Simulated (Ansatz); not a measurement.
The parent structure is WSe$_{2}$ (space group Fm-3m, No. 225; a = 6.168 Å; ferromagnetic; a hypothetical phase, not in the database extracts checked).

Now apply this change: a hydrostatic pressure of 75 GPa.

Levels (all Ansatz, a first-principles code, PAW, earlier PAW set): PBEsol (420 eV, no spin-orbit coupling); r2SCAN (500 eV, no spin-orbit coupling).

The geometry is relaxed with PBEsol.

* **PBEsol magnetic state**: non-magnetic
* **PBEsol largest site moment**: 0.00 μB
* **PBEsol pressure**: 75.0 GPa

With r2SCAN at the same geometry, the magnetic state is still non-magnetic; the largest site moment stays 0.00 μB; the pressure rises by 7.1 GPa (75.0 GPa → 82.1 GPa).

Other magnetic orders, which the real material may have, were not ruled out. Single points use the geometry relaxed with PBEsol. Their cutoffs differ, which shifts pressures a little. Load acts through the strain it causes; cell and atoms are relaxed under it. Whether these cells are dynamically stable was not tested. Competing high-pressure phases were not computed. Seeded moments were not kept for pressure 75 GPa and r2SCAN.
